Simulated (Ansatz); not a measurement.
System: CsCl-type CoGa. Method: r²SCAN+rVV10 in Ansatz (plane waves, PAW).

Run with plane-wave cutoff 600 eV, 22×22×22 k mesh, Fermi–Dirac smearing 0.039 eV (set by the program), no spin polarisation, scalar-relativistic PAW data made under PBE.

Computed at the level's own relaxed cell.

Elastic tensor (GPa, Voigt notation, ions relaxed):

```
  284.3   169.7   169.7     0.0     0.0     0.0
  169.7   284.3   169.7     0.0     0.0     0.0
  169.7   169.7   284.3     0.0     0.0     0.0
    0.0     0.0     0.0   129.8     0.0     0.0
    0.0     0.0     0.0     0.0   129.8     0.0
    0.0     0.0     0.0     0.0     0.0   129.8
```

Problem. Work out the Voigt, Reuss and Hill averages of the bulk and shear moduli, Young's modulus and Poisson's ratio from the printed constants.

Solution. K_V = [C11 + C22 + C33 + 2(C12 + C13 + C23)]/9 = [852.9 + 2 × 509.1]/9 = 207.9 GPa. G_V = [852.9 − 509.1 + 3 × 389.4]/15 = 100.8 GPa. From the compliances S = C⁻¹, K_R = 207.9 and G_R = 86.2 GPa. Hill means: K = 207.9, G = 93.5 GPa. E = 9KG/(3K + G) = 244 GPa, ν = (3K − 2G)/(6K + 2G) = 0.30, K/G = 2.22.

Computed values are for the static lattice.

Ansatz is a first-principles code.
